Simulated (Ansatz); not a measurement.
The reference is Ni in the diamond structure (space group Fd-3m, No. 227; a = 5.0999 Å; ferromagnetic; a hypothetical phase, not in the database extracts checked). Axes: x, y, z lie along the cube axes.

(Cell as relaxed with PBE.)

Levels (all Ansatz, a quantum-chemistry and plane-wave program, PAW): PBE (420 eV, no SOC); PBEsol (420 eV, no spin-orbit coupling).

Each level relaxes its own structure.

```tsv
base	PBE	PBEsol
volume per atom	16.58 Å³	15.69 Å³
lattice parameter a	5.100 Å	5.007 Å
band gap	zero	zero
largest site moment	0.84 μB	0.83 μB
```

Perturbation: a free-standing slab of 2 layers (4 atoms, 2 a layer) is cut normal to [110], with 15 Å of vacuum and the in-plane cell held at bulk.

```tsv
quantity	PBE	PBEsol
excess energy per area of both faces (slab less bulk energy over the cell's area: twice a surface energy) (uncertain by up to 0.04 J/m²)	2.14 J/m²	…
shortest interatomic distance	2.212 Å	…
largest site moment	0.91 μB	…
magnetic state	ferromagnetic	…
```

Problem. Predict the PBEsol column.

Solution. 
- excess energy per area of both faces (slab less bulk energy over the cell's area: twice a surface energy) (uncertain by up to 0.04 J/m²), PBEsol: 2.68 J/m²
- shortest interatomic distance, PBEsol: 2.168 Å
- largest site moment, PBEsol: 0.90 μB
- magnetic state, PBEsol: ferromagnetic

PBE's excess energy per area of both faces lies 0.534 J/m² below PBEsol's; PBE's shortest interatomic distance lies 0.044 Å above PBEsol's (2.0 %); the two agree on the magnetic state. Neither level is exact; PBEsol is the comparison here, not a measurement.

The magnetic state is the one reached from the starting moments; the real material's order can differ, and small cells can't hold many antiferromagnetic ones. Slab and bulk use different k-meshes, which limits the precision of the excess energy. Stability against distortions was not tested.
